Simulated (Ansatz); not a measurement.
# What uniaxial strain ε_xx = −2.00 % does to TiAl

Start from TiAl (space group P4/mmm, No. 123; a = 2.7662 Å, c = 4.0021 Å; relaxed with 0.1 eV smearing). Axes: x, y, z lie along a, b, c of the conventional cell.

The change: uniaxial strain ε_xx = −2.00 %, all other strain components held at zero, atoms relaxed at fixed cell.

The values are results of Ansatz (an electronic-structure program) LDA, scalar-relativistic without spin-orbit coupling, not measurements. k-mesh 21×21×15 (Γ-centred); smearing 0.1 eV (Fermi–Dirac).

The space group becomes Pmmm (No. 47) (base: P4/mmm (No. 123)) and the shortest interatomic distance falls by 0.055 Å to 2.711 Å. The energy grows by 4.3 meV/atom and the pressure (mean of the normal stresses, compression positive) goes from zero to 2.7 GPa. The band gap remains zero and the stress (xx, yy, zz, yz, xz, xy; compression positive) comes out as (4.5, 1.4, 2.1, 0.0, 0.0, 0.0) GPa.

Whether these cells are dynamically stable was not tested. All final runs are without spin polarisation.
